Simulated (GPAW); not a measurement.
GPAW run on NaF (Fm-3m, 2 atoms in the cell): self-consistent single point.

Computed with PBE, GPAW PAW datasets PBE (gpaw-data 1.0.1) (plane waves; GPAW 25.7.0).

The change in words: lattice scaled by 0.98. Reference geometry:
```
CELL_PARAMETERS angstrom
      0.00000     2.31500     2.31500
      2.31500     0.00000     2.31500
      2.31500     2.31500     0.00000
ATOMIC_POSITIONS crystal
  Na 0.00000 0.00000 0.00000
  F  0.50000 0.50000 0.50000
```

Reference input (self-consistent single point, DFT PBE, plane waves, GPAW PAW datasets PBE (gpaw-data 1.0.1)): mode = pw; ecut = 900 eV; xc = PBE; kpts = 6 6 6; mesh shift (steps) = 0 0 0; occupations.name = fermi-dirac; occupations.width = 0.05 eV; nbands = -6; convergence.density = 1e-05 e/electron; convergence.bands = -4; symmetry.symmorphic = false; symmetry.tolerance = 0.0005. This run's input differs from it in these lines:

```diff
@@ -5,7 +5,7 @@
 atoms = Atoms(['Na', 'F'],
-              cell=[[0.000000, 2.315000, 2.315000],
-                    [2.315000, 0.000000, 2.315000],
-                    [2.315000, 2.315000, 0.000000]],
+              cell=[[0.000000, 2.268700, 2.268700],
+                    [2.268700, 0.000000, 2.268700],
+                    [2.268700, 2.268700, 0.000000]],
               positions=[[0.000000, 0.000000, 0.000000],
-                         [2.315000, 2.315000, 2.315000]],
+                         [2.268700, 2.268700, 2.268700]],
               pbc=True)
```

Log, with long lists cut:

```
     iter     time        total  log10-change:
                         energy   eigst   dens
iter:   1 --:--:--    -8.987077   +1.15
iter:   2 --:--:--    -8.866496   -0.16  -1.24
iter:   3 --:--:--    -8.538754   -0.74  -1.28
iter:   4 --:--:--    -8.530706   -1.91  -1.49
iter:   5 --:--:--    -8.534144   -2.44  -1.77
iter:   6 --:--:--    -8.553024   -1.83  -2.72
iter:   7 --:--:--    -8.533563   -2.20  -2.04
iter:   8 --:--:--    -8.533425   -3.22  -2.95
iter:   9 --:--:--    -8.533349c  -4.16  -3.25
iter:  10 --:--:--    -8.533326c  -5.61  -3.40
iter:  11 --:--:--    -8.533324c  -5.80  -3.94
iter:  12 --:--:--    -8.533324c  -8.29c -4.74
iter:  13 --:--:--    -8.533324c  -8.23c -4.79
iter:  14 --:--:--    -8.533324c  -6.99  -4.73
iter:  15 --:--:--    -8.533324c  -7.44c -4.78
iter:  16 --:--:--    -8.533324c  -7.20  -4.50
iter:  17 --:--:--    -8.533324c  -8.05c -5.06c
Converged after 17 iterations.

Dipole moment: (-0.000000, -0.000000, -0.000000) |e|*Ang

Energy contributions relative to reference atoms: (reference = -7132.691283)

Kinetic:        +13.859281
Potential:      -12.491981
External:        +0.000000
XC:              -9.886733
Entropy (-ST):   -0.000000
Local:           -0.013892
SIC:             +0.000000
--------------------------
Free energy:     -8.533324
Extrapolated:    -8.533324

Showing only first 2 kpts
 Kpt  Band  Eigenvalues  Occupancy
  0     5     -1.42650    2.00000
  0     6     -1.42649    2.00000
  0     7      5.26321    0.00000
  0     8     18.05544    0.00000

  1     5     -1.54399    2.00000
  1     6     -1.54399    2.00000
  1     7      6.52574    0.00000
  1     8     15.25880    0.00000

Fermi level: 0.43679

Gap: 6.690 eV
Transition (v -> c):
  (s=0, k=0, n=6, [0.00, 0.00, 0.00]) -> (s=0, k=0, n=7, [0.00, 0.00, 0.00])
No difference between direct/indirect transitions
Energy (eV): -8.533324

Forces in eV/Ang:
  0 Na    0.00000   -0.00000    0.00000
  1 F     0.00000    0.00000    0.00000

Stress tensor:
    -0.030507     0.000000     0.000000
     0.000000    -0.030507    -0.000000
     0.000000    -0.000000    -0.030507
Stress (GPa, Voigt): [-4.8877 -4.8877 -4.8877 -0.      0.      0.    ]
```

The run converged in 17 iterations. GPAW prints stress with tension positive. Against the reference run the free energy goes up by 19.0 meV/atom and the gap on the mesh goes from 6.341 to 6.690 eV.

At such cutoffs GPAW's stress carries a finite-basis (Pulay) error, which enters relaxed cells too; its log prints stress with tension positive.

The starting cell has typed, rounded lattice constants, without a prior relaxation at this level. For this run, on top of that: lattice scaled by 0.98.
